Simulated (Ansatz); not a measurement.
For ZrN (model structure, started from the NbAs type, I4₁md, No. 109, 4 atoms in the cell), LDA (Ansatz, a program for electronic structure, PAW) gives:

| Quantity | Value |
|---|---|
| lattice parameter a | 2.949 Å |
| c axis length | 10.863 Å |
| bulk modulus B0 | 255 GPa |
| cohesive energy | 8.32 eV/atom |

**Question.** What does PBEsol in Ansatz (plane waves, PAW) give for the same quantities?

**Answer.** 
- lattice constant a: 2.970 Å (rises by 0.7 %)
- lattice parameter c: 10.930 Å (goes up by 0.6 %)
- bulk modulus: 242 GPa (shrinks by 5.1 %)
- cohesive energy: 7.61 eV/atom (decreases by 0.71 eV/atom)

Changes are worked out from the printed values.

Unless a cell is named, each level is at its own relaxed cell (LDA 11.81, PBEsol 12.05 Å³/atom).

Caveats: the bulk modulus is −V dP/dV from two relaxed cells at ±2 % in volume (LDA, PBEsol). Ansatz's density-functional and Hartree–Fock values are scalar-relativistic unless marked +SOC, with PAW data made under PBE.

A model structure was made by putting elements into a prototype or built by hand; it is no filed structure, need not be a known phase, and can be a saddle point held by its symmetry.
